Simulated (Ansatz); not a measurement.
The parent structure is CsPbBr$_{3}$ in the cubic perovskite structure (space group Pm-3m, No. 221).

```yaml
crystal:
  lattice:
    - [5.87207, 0.00000, 0.00000]
    - [0.00000, 5.87207, 0.00000]
    - [0.00000, 0.00000, 5.87207]
  atoms:
    - { symbol: Cs, position: [0.00000, 0.00000, 0.00000] }
    - { symbol: Pb, position: [0.50000, 0.50000, 0.50000] }
    - { symbol: Br, position: [0.00000, 0.50000, 0.50000] }
    - { symbol: Br, position: [0.50000, 0.50000, 0.00000] }
    - { symbol: Br, position: [0.50000, 0.00000, 0.50000] }
```

Cartesian axes are those of the cell as printed.

Level of theory: PBEsol (Ansatz, a quantum-chemistry and plane-wave program; PAW; 420 eV plane waves; without spin-orbit coupling).

Before the change:

The valley order is R along ⟨111⟩ 1.43 eV; Γ 2.88 eV.

Modification: a pure shear with ε_yz = ε_zy = 0.0086, atoms relaxed at fixed cell.

Problem. How does this affect the valley order?

Solution. The valley order (the lowest conduction-band minima on the path, energy above the VBM, named in the base's zone) goes from R along ⟨111⟩ 1.43 eV; Γ 2.88 eV to R along [111] 1.40 eV; M along [110] 2.00 eV; Γ 2.88 eV.

With Pb present, leaving out spin-orbit coupling can change the band edges. The levels and masses belong to the bands next to the band gap. The cells carry an imposed strain or load. No phonon test of stability was made. Many cubic perovskites are stable only at high temperature; tilts and polar distortions were not tested. This is not the structure that CsPbBr3 has at room temperature and ambient pressure.
